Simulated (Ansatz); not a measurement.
## What uniaxial strain ε_zz = +0.98 % does to hypothetical zinc blende TiP

Take TiP in the zinc blende structure (space group F-43m, No. 216; a = 5.540 Å; a hypothetical phase, not in the database extracts checked; relaxed with 0.1 eV smearing) as the base. Axes: x, y, z lie along the cube axes.

Now apply this change: uniaxial strain ε_zz = +0.98 %, all other strain components held at zero; the atoms relax in the strained cell.

The values are results of plane-wave PAW DFT at the r2SCAN level (Ansatz, a quantum-chemistry and plane-wave program, 500 eV), no spin-orbit coupling, not measurements. Settings: 18×18×18 k-points, 0.1 eV Fermi–Dirac smearing.

```json
[
 {"quantity": "volume per atom", "base": "21.26 Å³", "changed": "21.47 Å³", "shift": "+0.21 Å³"},
 {"quantity": "space group", "base": "F-43m (No. 216)", "changed": "I-4m2 (No. 119)", "shift": "–"},
 {"quantity": "energy relative to the base (free energy F)", "base": "0 meV/atom", "changed": "+0.7 meV/atom", "shift": "+0.7 meV/atom"},
 {"quantity": "pressure (mean of the normal stresses, compression positive)", "base": "0.0 GPa", "changed": "-0.9 GPa", "shift": "-0.9 GPa"},
 {"quantity": "band gap", "base": "zero", "changed": "zero", "shift": "–"},
 {"quantity": "stress (xx, yy, zz, yz, xz, xy; compression positive)", "base": "–", "changed": "(-0.8, -0.8, -1.1, 0.0, 0.0, 0.0) GPa", "shift": "–"}
]
```

Final structure:

```xyz
2
Lattice="0.0000 2.7701 2.7973 2.7701 0.0000 2.7973 2.7701 2.7701 0.0000" Properties=species:S:1:pos:R:3 pbc="T T T"
P      4.1552     4.1552     4.1959
Ti     0.0000     0.0000     0.0000
```

Stability against distortions was not tested. The final runs are not spin-polarised. An odd electron count without spin: TiP. TiP has a high density of states at the Fermi level and may be magnetic at this level.
